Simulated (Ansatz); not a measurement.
The reference is Pd in the fcc (Cu type) structure (space group Fm-3m, No. 225; a = 3.8777 Å; relaxed with 0.1 eV smearing). Axes: x, y, z lie along the cube axes.

All numbers come from DFT with PBEsol, PAW potentials and a 420 eV plane-wave cutoff in Ansatz (a first-principles code), without spin-orbit coupling.

Base values:

```
Property                        Result
-----------------------------  -------
Pressure                       0.0 GPa
Band gap                          zero
Shortest interatomic distance  2.742 Å
```

The change: the cell is stretched by 2.00 % along z with no lateral relaxation, atoms relaxed at fixed cell.

### Question
Estimate the effect on the energy relative to the base.

### Answer
The energy goes up by 4.3 meV/atom.

### Question
What happens to the pressure?

### Answer
The pressure (mean of the normal stresses, compression positive) goes from zero to -3.8 GPa.

### Question
What does the calculation give for the band gap after the change?

### Answer
The band gap is still zero.

### Question
Predict the new shortest interatomic distance.

### Answer
The shortest interatomic distance remains 2.742 Å.

The cells carry an imposed strain or load. Stability against distortions was not tested. All final runs are without spin polarisation. Pd lies near a magnetic instability that expansion can trigger; it was not tested.
